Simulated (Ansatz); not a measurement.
**Au, pressure series**

Base system: Au in the fcc (Cu type) structure (space group Fm-3m, No. 225; a = 4.083 Å).

Cell and atoms are relaxed at each pressure.

Method: Ansatz (a first-principles code) PBEsol, spin-orbit coupling left out.

Notes on the quantities. enthalpy: H = E + PV relative to the base's energy.

```tsv
case	volume per atom	enthalpy
base	17.02 Å³	–
pressure −2 GPa	17.23 Å³	-0.21 eV/atom
pressure −1 GPa	17.12 Å³	-0.11 eV/atom
pressure 0.9 GPa	16.94 Å³	+0.10 eV/atom
pressure 2.1 GPa	___	+0.22 eV/atom
pressure 4.5 GPa	16.62 Å³	+0.47 eV/atom
pressure 9 GPa	16.27 Å³	+0.93 eV/atom
pressure 15 GPa	15.86 Å³	+1.54 eV/atom
pressure 22.5 GPa	15.44 Å³	+2.27 eV/atom
pressure 30 GPa	15.07 Å³	+2.98 eV/atom
```

Problem. Fill in the withheld entries from the trend.

Solution. 
- pressure 2.1 GPa, volume per atom: 16.83 Å³

Load acts through the strain it causes; cell and atoms are relaxed under it. Whether these cells are dynamically stable was not tested. No other phases were tried under pressure.
